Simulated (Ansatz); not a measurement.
# A computed series for GaSe: carrier doping

Start from GaSe (space group P6_3/mmc, No. 194; a = 3.769 Å, c = 15.964 Å; layered, stacked along the Cartesian z axis).

Carriers are added at fixed cell with a uniform background; the Fermi–Dirac width is that of 300 K.

Calculations: DFT with PBE-D3(BJ), PAW potentials and a 420 eV plane-wave cutoff in Ansatz (a first-principles code), no spin-orbit coupling, earlier PAW set.

Notes on the quantities. Fermi level from band edge: Fermi level relative to the doped band's edge (positive inside the band; to 0.05 eV).

| variant | Fermi level from band edge | gap between the host's bands | gap character | largest internal atomic displacement |
|---|---|---|---|---|
| undoped | – | 0.87 eV | direct at Γ | – |
| electrons 3.0×10^21 cm⁻³ | +0.65 eV | 0.87 eV | direct at Γ | 0.038 Å |
| electrons 5.0×10^21 cm⁻³ | +0.75 eV | 0.87 eV | – | (withheld) |
| electrons 1.0×10^22 cm⁻³ | +1.05 eV | 0.71 eV | indirect, Γ → M | 0.142 Å |
| holes 3.0×10^21 cm⁻³ | +0.85 eV | 0.85 eV | direct at Γ | (withheld) |
| holes 5.0×10^21 cm⁻³ | +1.05 eV | 0.83 eV | direct at Γ | 0.030 Å |
| holes 1.0×10^22 cm⁻³ | (withheld) | (withheld) | direct at Γ | 0.078 Å |

Task: Complete the table.

Result: 
- electrons 5.0×10^21 cm⁻³, largest internal atomic displacement: 0.065 Å
- holes 3.0×10^21 cm⁻³, largest internal atomic displacement: 0.017 Å
- holes 1.0×10^22 cm⁻³, Fermi level from band edge: +1.40 eV
- holes 1.0×10^22 cm⁻³, gap between the host's bands: 0.70 eV

Carriers are added with a uniform compensating background; total energy and stress of such cells depend on the potential's zero and are not compared; many-body gap narrowing is missing at this level. Whether these cells are dynamically stable was not tested.
